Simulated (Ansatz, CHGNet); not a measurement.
**Hexagonal WC: properties by level of theory**

Reference values: lattice constant a 2.906 Å (measured, 300 K, no zero-point or thermal correction; as tabulated in Wikipedia's data pages); lattice parameter c 2.837 Å (measured, 300 K, no zero-point or thermal correction; as tabulated in Wikipedia's data pages).

```tsv
level (code)	equilibrium lattice constant a (Å)	lattice parameter c (Å)	elastic constant C11 (GPa)	elastic constant C44 (GPa)	Voigt–Reuss–Hill shear modulus (GPa)
CHGNet 0.3.0	___	2.863	___	34.0	61.6
PBE (Ansatz)	___	2.846	___	301	283
PBE-D3(BJ) (Ansatz)	___	2.833	732	___	___
```

Question: What belongs in the gaps?

Answer: 
- CHGNet 0.3.0, equilibrium lattice constant a (Å): 2.926
- CHGNet 0.3.0, elastic constant C11 (GPa): 303
- PBE (Ansatz, a first-principles code), equilibrium lattice constant a (Å): 2.922
- PBE (Ansatz), elastic constant C11 (GPa): 702
- PBE-D3(BJ) (Ansatz), equilibrium lattice constant a (Å): 2.902
- PBE-D3(BJ) (Ansatz), elastic constant C44 (GPa): 319
- PBE-D3(BJ) (Ansatz), Voigt–Reuss–Hill shear modulus (GPa): 297

Differences from the reference values (errors of the level alone only where the reference is corrected to a static lattice):

```
level         lattice constant a (%)  lattice parameter c (%)
------------  ----------------------  -----------------------
CHGNet 0.3.0                   +0.69                    +0.92
PBE                            +0.55                    +0.32
PBE-D3(BJ)                     -0.14                    -0.14
```

Nearest: lattice constant a, not ranked (reference at room or unstated temperature); lattice parameter c, not ranked (reference at room or unstated temperature).

Machine-learned potentials (CHGNet 0.3.0) are trained on DFT data: a solid inside that data is no test of them.

Caveats: the dispersion coefficients are held fixed in the derivatives (PBE-D3(BJ)). Ansatz's density-functional and Hartree–Fock values are scalar-relativistic unless marked +SOC, with PAW data made under PBE.

Differences are worked out from the printed values.

The computed numbers hold no vibrational or temperature effects.
